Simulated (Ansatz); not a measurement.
Levels about the gap of amorphous Ti20O43Sb2 (65 atoms in a cell of 848 Å³, 3.70 g/cm³; zone centre alone, so wide bands show as single levels with stretches between that a denser mesh fills), at the geometry that PBE relaxed, where it gives 0.0 GPa on a denser mesh. The participation number counts the atoms over which a state spreads; weights are charges in smoothed Voronoi cells. The levels come from a single point, so bond lengths are those of that geometry. Method of the levels: PBE, scalar-relativistic without spin-orbit coupling (Ansatz, a program for electronic structure). Sampling: the zone centre alone; Fermi-Dirac width 0.02 eV; no spin polarisation. At PBE the levels at the empty edge of the gap are localised (band-tail or defect states).

Preparation: random packing, a CHGNet melt and quench, and a DFT relaxation. O atoms were pushed apart under 1.9 Å during the dynamics, to hinder bonds among them. The hot cell started wider than the set density and was brought back towards it in steps. It is the lowest in DFT energy of 2 quenches. It is a model cell: composition and starting density were chosen by hand, and all elements were melted together. No dispersion term was used. Its density started from a set value of 3.81 and ended at 3.70 g/cm³. The quench (nominally 300 K/ps over its main leg) was far faster than any real one, so the model tends to hold more defects than a real film. A cell of this size samples the disorder only roughly. Volume and shape were free in the relaxation.

| E - E(highest filled), eV | filling | participation number | largest on | weight O | weight Ti | weight Sb |
|---|---|---|---|---|---|---|
| -0.49 | filled | 21.3 | O, 2 neighbours | 0.94 | 0.05 | 0.01 |
| -0.47 | filled | 18.7 | O, 2 neighbours | 0.89 | 0.07 | 0.04 |
| -0.43 | filled | 25.3 | O, 2 neighbours | 0.93 | 0.07 | 0.00 |
| -0.34 | filled | 21.3 | O, 2 neighbours | 0.94 | 0.06 | 0.00 |
| -0.28 | filled | 18.0 | O, 2 neighbours | 0.90 | 0.07 | 0.04 |
| -0.17 | filled | 11.5 | Sb, 3 neighbours | 0.74 | 0.06 | 0.20 |
| 0.00 | filled | 11.1 | Sb, 4 neighbours | 0.70 | 0.08 | 0.22 |
| 2.45 | empty | 4.6 | Ti, 6 neighbours | 0.17 | 0.83 | 0.00 |
| 2.59 | empty | 8.8 | Ti, 6 neighbours | 0.17 | 0.82 | 0.01 |
| 2.69 | empty | 17.7 | Ti, 6 neighbours | 0.19 | 0.80 | 0.01 |
| 2.72 | empty | 18.1 | Ti, 6 neighbours | 0.18 | 0.80 | 0.01 |
| 2.75 | empty | 18.5 | Ti, 5 neighbours | 0.19 | 0.80 | 0.01 |
| 2.83 | empty | 12.2 | Ti, 6 neighbours | 0.19 | 0.81 | 0.00 |
| 2.87 | empty | 17.9 | Ti, 6 neighbours | 0.20 | 0.80 | 0.01 |

Most localised among these is the empty level at +2.45 eV, on a Ti atom, which has 6 neighbours (O 1.84 Å, O 1.88 Å, O 2.04 Å, O 2.08 Å, O 2.09 Å, O 2.17 Å).
